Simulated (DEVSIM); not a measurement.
Device: CdS/CdTe n-p heterojunction, at 350 K.

| layer (left to right) | material | thickness (μm) | Nd (cm⁻³) | Na (cm⁻³) | τn (s) | τp (s) |
|---|---|---|---|---|---|---|
| 1 | CdS | 1.70 | 1.2e18 | - | 5.2e-10 | 5.2e-10 |
| 2 | CdTe | 0.130 | - | 1.7e16 | 5.2e-10 | 5.2e-10 |

Left contact: ohmic. Right contact: ohmic. Voltage is applied to the left contact. Recombination: SRH at mid-gap. Mobility is constant in doping.

The device is made up for the run: typed textbook-type constants, with dimensions and the other settings drawn at random. Values at 300 K; Nc and Nv go as T^1.5, mobilities as T to minus their exponent, the gap by Varshni's rule with the affinity fixed.

| parameter | CdS | CdTe |
|---|---|---|
| gap (eV) | 2.4 | 1.5 |
| affinity (eV) | 4.3 | 4.28 |
| permittivity | 9 | 10.2 |
| Nc (cm⁻³) | 2.2e18 | 8e17 |
| Nv (cm⁻³) | 1.8e19 | 1.8e19 |
| μn (cm²/Vs) | 300 | 1000 |
| μp (cm²/Vs) | 25 | 80 |
| T exponent of μn | 1.5 | 1.7 |
| T exponent of μp | 1.5 | 1.5 |
| Varshni α (eV/K) | 0.00039 | 0.00031 |
| Varshni β (K) | 103 | 108 |

Model (solved in DEVSIM): 1D drift-diffusion, Boltzmann statistics, complete ionisation; no tunnelling, impact ionisation, image-force lowering or self-heating. Band offsets follow the typed affinities; no thermionic-emission limit at abrupt steps, no polarisation charge.

The doping Na of layer 2 was swept, all else fixed.

```tsv
doping Na of layer 2 (cm^-3)	largest field in the device at zero bias (V/cm)	potential step across the device at zero bias (V)	dark forward voltage at 100 A/cm² (V)	dark forward voltage at 1 A/cm² (V)
5.1e14	95000	1.117	0.867	0.708
1.7e15	99000	1.154	0.904	0.745
5.1e15	110000	1.187	0.942	0.782
1.7e16	120000	1.223	0.993	0.831
5.1e16	170000	1.256	1.044	0.892
1.7e17	280000	1.293	1.090	0.944
5.1e17	440000	1.326	1.127	0.983
```

From the first row to the last the largest field in the device at zero bias goes from 95000 to 440000. From the first row to the last the potential step across the device at zero bias goes from 1.117 to 1.326.
